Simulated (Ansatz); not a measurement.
Defect: interstitial Ca in anatase TiO2, charge state +2. Calculation: PBE, PAW (plane waves to 420 eV; Ansatz, an electronic-structure program).

108-site cell at the relaxed PBE lattice, the Γ point alone, smearing 0.01 eV, spin-restricted, no finite-size correction. No zero-point or tunnelling terms. The charge state is imposed; whether it is stable for some Fermi level was not computed. Sites that were not tried may lie lower.

Barriers: single points on a 2×2×2 k-point mesh shifted by half a step at the bands' geometries.

Relaxed starting cell (atoms counted from 1):

```
CELL_PARAMETERS angstrom
     11.39627     0.00000     0.00000
      0.00000    11.39627     0.00000
      0.00000     0.00000     9.70070
ATOMIC_POSITIONS crystal
  Ti 0.99455 0.16368 0.25581
  Ti 0.99911 0.49989 0.24916
  Ti 0.99461 0.83587 0.25573
  Ti 0.33837 0.16365 0.25592
  Ti 0.33401 0.49989 0.24916
  Ti 0.33834 0.83593 0.25584
  Ti 0.66647 0.16711 0.24780
  Ti 0.66653 0.49984 0.24958
  Ti 0.66648 0.83255 0.24778
  Ti 0.99747 0.99974 0.99841
  Ti 0.99637 0.32120 0.00702
  Ti 0.99618 0.67824 0.00661
  Ti 0.33578 0.99978 0.99828
  Ti 0.33744 0.32110 0.00709
  Ti 0.33764 0.67840 0.00669
  Ti 0.66664 0.99982 0.00127
  Ti 0.66682 0.33365 0.99856
  Ti 0.66684 0.66600 0.99859
  O  0.99096 0.16193 0.04556
  O  0.00345 0.49989 0.04262
  O  0.99145 0.83764 0.04545
  O  0.34199 0.16191 0.04551
  O  0.33027 0.49986 0.04290
  O  0.34147 0.83766 0.04541
  O  0.66653 0.16697 0.04274
  O  0.66651 0.49984 0.04080
  O  0.66656 0.83271 0.04271
  O  0.16655 0.16494 0.29067
  O  0.16664 0.49976 0.28663
  O  0.16653 0.83470 0.29080
  O  0.50223 0.16561 0.29475
  O  0.50032 0.49991 0.29279
  O  0.50217 0.83391 0.29462
  O  0.83086 0.16556 0.29475
  O  0.83288 0.49990 0.29270
  O  0.83092 0.83398 0.29463
  O  0.99954 0.99979 0.21089
  O  0.99636 0.33112 0.20861
  O  0.99663 0.66853 0.20845
  O  0.33373 0.99980 0.21088
  O  0.33686 0.33107 0.20862
  O  0.33656 0.66858 0.20843
  O  0.66659 0.99984 0.20612
  O  0.66667 0.33362 0.20541
  O  0.66668 0.66604 0.20545
  O  0.99810 0.16448 0.45727
  O  0.00077 0.50000 0.45486
  O  0.99805 0.83528 0.45727
  O  0.33500 0.16441 0.45728
  O  0.33244 0.50000 0.45501
  O  0.33503 0.83535 0.45725
  O  0.66655 0.16919 0.46005
  O  0.66662 0.49976 0.45754
  O  0.66655 0.83073 0.45988
  Ti 0.16655 0.99992 0.75570
  Ti 0.16657 0.31820 0.72930
  Ti 0.16655 0.68168 0.73009
  Ti 0.50134 0.99990 0.74979
  Ti 0.49862 0.33499 0.75097
  Ti 0.49865 0.66483 0.75069
  Ti 0.83185 0.99991 0.74979
  Ti 0.83476 0.33500 0.75097
  Ti 0.83462 0.66486 0.75071
  Ti 0.16644 0.15981 0.48643
  Ti 0.16659 0.50018 0.49733
  Ti 0.16645 0.83976 0.48649
  Ti 0.50262 0.16715 0.50411
  Ti 0.49985 0.49983 0.49885
  Ti 0.50260 0.83270 0.50404
  Ti 0.83035 0.16715 0.50410
  Ti 0.83325 0.49983 0.49878
  Ti 0.83037 0.83268 0.50400
  O  0.16654 0.99985 0.53759
  O  0.16664 0.32836 0.53540
  O  0.16662 0.67151 0.53552
  O  0.50307 0.99989 0.54488
  O  0.49831 0.33392 0.54416
  O  0.49852 0.66583 0.54416
  O  0.83027 0.99990 0.54485
  O  0.83508 0.33392 0.54411
  O  0.83481 0.66583 0.54409
  O  0.00018 0.99980 0.79445
  O  0.00771 0.33804 0.79694
  O  0.00725 0.66182 0.79670
  O  0.33291 0.99980 0.79448
  O  0.32539 0.33832 0.79722
  O  0.32585 0.66159 0.79692
  O  0.66655 0.99999 0.79061
  O  0.66658 0.33540 0.79031
  O  0.66657 0.66420 0.79040
  O  0.16663 0.16065 0.70340
  O  0.16648 0.50004 0.69412
  O  0.16663 0.83908 0.70350
  O  0.49621 0.16767 0.70907
  O  0.49620 0.49984 0.70840
  O  0.49642 0.83212 0.70899
  O  0.83667 0.16766 0.70907
  O  0.83683 0.49984 0.70837
  O  0.83646 0.83213 0.70900
  O  0.16653 0.00004 0.95887
  O  0.16651 0.31500 0.97481
  O  0.16651 0.68439 0.97298
  O  0.50139 0.99971 0.95612
  O  0.49979 0.33110 0.95538
  O  0.49982 0.66870 0.95544
  O  0.83173 0.99975 0.95606
  O  0.83348 0.33125 0.95530
  O  0.83343 0.66853 0.95537
  Ca 0.16716 0.49952 0.92205
```
Cell charge +2.

End state 1 differs by these moves (Å; atoms that move under 0.15 Å are left out):

```
atom  element     Δx     Δy     Δz
----  -------  -----  -----  -----
2          Ti  -0.16   0.00   0.21
5          Ti   0.16   0.00   0.22
11         Ti  -0.09   0.09  -0.12
12         Ti  -0.09  -0.08  -0.12
14         Ti   0.09   0.10  -0.13
15         Ti   0.09  -0.09  -0.12
20          O  -0.24   0.00  -0.14
23          O   0.24   0.00  -0.16
29          O   0.00   0.00   0.20
41          O  -0.10   0.11  -0.04
42          O  -0.10  -0.11  -0.04
56         Ti   0.00   0.16   0.22
57         Ti   0.00  -0.16   0.21
64         Ti   0.00   0.08   0.16
66         Ti   0.00  -0.08   0.15
68         Ti   0.08   0.00   0.15
71         Ti  -0.07   0.00   0.15
83          O  -0.11  -0.09  -0.04
86          O   0.11  -0.10  -0.04
87          O   0.11   0.10  -0.04
92          O   0.00   0.00   0.20
101         O   0.00   0.25  -0.16
102         O   0.00  -0.24  -0.14
109        Ca   0.00   0.01   1.52
```

### Question
Predict the forward and backward barriers to end state 1 from PBE, PAW.

### Answer
forward 0.27 eV, backward 0.27 eV; at the saddle point atom 109 has neighbours 4 O at 2.13, O at 2.40 Å. The saddle point's order was not checked, and it lies on a symmetry element of the cell, where a band can be held.

End state 2 differs by these moves (Å; atoms that move under 0.08 Å are left out):

```
atom  element     Δx     Δy     Δz
----  -------  -----  -----  -----
1          Ti   0.06  -0.04   0.08
3          Ti   0.06   0.04   0.08
4          Ti  -0.03   0.04  -0.09
6          Ti  -0.03  -0.04  -0.09
11         Ti   0.04  -0.04   0.13
12         Ti   0.04   0.04   0.14
14         Ti  -0.06   0.16  -0.07
15         Ti  -0.07  -0.16  -0.07
19          O   0.10  -0.01   0.01
20          O  -0.04   0.00   0.13
21          O   0.09   0.02   0.01
22          O  -0.14   0.07  -0.04
24          O  -0.14  -0.06  -0.04
29          O  -0.01   0.00   0.09
47          O  -0.01   0.00   0.09
56         Ti   0.05   0.04   0.14
57         Ti   0.05  -0.04   0.13
62         Ti  -0.06  -0.16  -0.07
63         Ti  -0.06   0.15  -0.07
64         Ti   0.06   0.05   0.08
66         Ti   0.06  -0.04   0.08
70         Ti  -0.03  -0.04  -0.09
72         Ti  -0.03   0.04  -0.09
74          O   0.04   0.03   0.06
75          O   0.04  -0.03   0.06
83          O  -0.09  -0.26  -0.20
84          O  -0.09   0.26  -0.19
86          O   0.09  -0.08  -0.02
87          O   0.08   0.08  -0.02
91          O   0.09   0.02   0.02
92          O  -0.04   0.00   0.13
93          O   0.10  -0.02   0.02
97          O  -0.14  -0.06  -0.04
99          O  -0.14   0.06  -0.04
101         O  -0.09   0.26  -0.21
102         O  -0.09  -0.26  -0.19
107         O   0.08   0.08  -0.02
108         O   0.08  -0.08  -0.02
109        Ca  -1.91   0.00  -0.91
```

### Question
Give the forward and backward barriers to end state 2 at the level PBE, PAW.

### Answer
forward 0.72 eV, backward 0.72 eV; at the saddle point atom 109 has neighbours 2 O at 2.11, 4 O at 2.26 Å. The saddle point's order was not checked, and it lies on a symmetry element of the cell, where a band can be held.
